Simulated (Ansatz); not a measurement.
**CaO under load (space group I4/mmm): band-edge transport data**

```yaml
crystal:
  lattice:
    - [0.00000, 2.40600, 2.28454]
    - [2.40600, 0.00000, 2.28454]
    - [2.40600, 2.40600, 0.00000]
  atoms:
    - { symbol: Ca, position: [0.00000, 0.00000, 0.00000] }
    - { symbol: O, position: [0.50000, 0.50000, 0.50000] }
```

These are r2SCAN, rigid bands (plane waves, PAW, scalar-relativistic; Ansatz, an electronic-structure program) values and carry that method's errors. Condition of this run: uniaxial stress along [001] of 11 GPa (compression positive) (the target of the relaxation). Geometry: cell and atoms relaxed with PBEsol, then loaded as said.

| Property | Result |
|---|---|
| band gap | 3.95 eV |
| electron conductivity mass (300 K, dilute) | 0.43 (x), 0.43 (y), 1.33 (z) mₑ |
| hole conductivity mass (300 K, dilute) | 3.6 (x), 3.6 (y), 0.41 (z) mₑ |
| effective density of states N_c (300 K) | 1.3e19 cm⁻³ |
| effective density of states N_v (300 K) | 5.2e19 cm⁻³ |
| density-of-states mass, electrons | 0.64 mₑ |
| density-of-states mass, holes | 1.63 mₑ |
| Seebeck coefficient, n-type 1e19 cm⁻³, 300 K | -241 μV/K |
| Seebeck coefficient, p-type 1e19 cm⁻³, 300 K | 365 μV/K |
| best p-type power factor at 300 K for τ = 10 fs (best axis; densities from 1e16 to 1e21 cm⁻³ tried, whether or not they can be reached) | 21 μW/(cm·K²) at 3e20 cm⁻³ |

Rigid bands; masses and Seebeck coefficients take one relaxation time τ for all states and one kind of carrier; polarons and phonon drag are left out. Spin-orbit coupling is left out; where it splits the top of the valence band, N_v and the p-type Seebeck coefficient come out somewhat high without it. Geometry: cell and atoms relaxed with PBEsol.
